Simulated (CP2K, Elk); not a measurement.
A CP2K input for a self-consistent single point of Mg (P6_3/mmc, 4 atoms in the cell) (DFT LDA (Pade form), GPW, DZVP-MOLOPT-SR-GTH basis, GTH-PADE potentials (GTH_POTENTIALS)):

```
&GLOBAL
  PROJECT calc
  RUN_TYPE ENERGY_FORCE
  PRINT_LEVEL MEDIUM
&END GLOBAL
&FORCE_EVAL
  METHOD Quickstep
  STRESS_TENSOR ANALYTICAL
  &DFT
    BASIS_SET_FILE_NAME BASIS_MOLOPT
    POTENTIAL_FILE_NAME GTH_POTENTIALS
    &QS
      METHOD GPW
      EPS_DEFAULT 1E-10
    &END QS
    &MGRID
      CUTOFF 1000
      REL_CUTOFF 40
      NGRIDS 5
    &END MGRID
    &SCF
      SCF_GUESS ATOMIC
      EPS_SCF 1E-7
      MAX_SCF 100
      ADDED_MOS 8
      &DIAGONALIZATION
        ALGORITHM STANDARD
      &END DIAGONALIZATION
      &MIXING
        METHOD BROYDEN_MIXING
        ALPHA 0.3
        NBUFFER 10
        BETA 1.5
      &END MIXING
      &SMEAR ON
        METHOD GAUSSIAN
        SIGMA [eV] 0.136
      &END SMEAR
    &END SCF
    &KPOINTS
      SCHEME MONKHORST-PACK 8 8 3
      GAMMA_CENTERED T
    &END KPOINTS
    &XC
      &XC_FUNCTIONAL PADE
      &END XC_FUNCTIONAL
    &END XC
    &PRINT
      &MO
        EIGENVALUES T
        OCCUPATION_NUMBERS T
        NDIGITS 8
        FILENAME mo
        &EACH
          QS_SCF 0
        &END EACH
        ADD_LAST NUMERIC
      &END MO
      &MULLIKEN ON
      &END MULLIKEN
    &END PRINT
  &END DFT
  &SUBSYS
    &CELL
      ABC 3.15713400 3.15713292 10.25488300
      ALPHA_BETA_GAMMA 90.00000000 90.00000000 120.00001132
      PERIODIC XYZ
    &END CELL
    &COORD
      SCALED
      Mg       0.00000000     0.00000000     0.00000000
      Mg       0.00000000     0.00000000     0.50000000
      Mg       0.33333300     0.66666700     0.25000000
      Mg       0.66666700     0.33333300     0.75000000
    &END COORD
    &KIND Mg
      BASIS_SET DZVP-MOLOPT-SR-GTH-q10
      POTENTIAL GTH-PADE-q10
    &END KIND
  &END SUBSYS
  &PRINT
    &FORCES ON
    &END FORCES
    &STRESS_TENSOR ON
    &END STRESS_TENSOR
  &END PRINT
&END FORCE_EVAL
```

Question: Give the Elk input for the same structure, mesh, smearing and functional.

Answer: One input that does it (others would too):

```
tasks
  0

xctype
  3

tforce
  .true.

rgkmax
  7.5

gmaxvr
  18.0

lmaxapw
  10

lmaxo
  8

nxlo
  2

lorbcnd
  .true.

lradstp
  2

nrmtscf
  2.0

lmaxi
  4

stype
  0

swidth
  0.00499791

scale
  5.966117238

avec
    1.0000000000    0.0000000529    0.0000000000
   -0.5000000458    0.8660253773    0.0000000000
    0.0000000000    0.0000000000    3.2481628397

sppath
  'species/'

atoms
  1   : nspecies
  'Mg.in'   : spfname
  4   : natoms; atposl, bfcmt below
  0.0000000000  0.0000000000  0.0000000000    0.0 0.0 0.0
  0.0000000000  0.0000000000  0.5000000000    0.0 0.0 0.0
  0.3333333333  0.6666666667  0.2500000000    0.0 0.0 0.0
  0.6666666667  0.3333333333  0.7500000000    0.0 0.0 0.0

ngridk
  8 8 3
```

Basis settings and potentials, where a program has them, do not carry over. This input uses DFT, LDA (PW92), all-electron FP-LAPW, Elk's shipped species files, APW+lo basis with extra local orbitals. LDA parametrisations can differ slightly between programs.

The starting cell comes from a database of computed structures (which also holds hypothetical and non-ambient phases and stackings), without a prior relaxation at this level. Its lattice was rescaled by a random factor within 2.5 % of one.
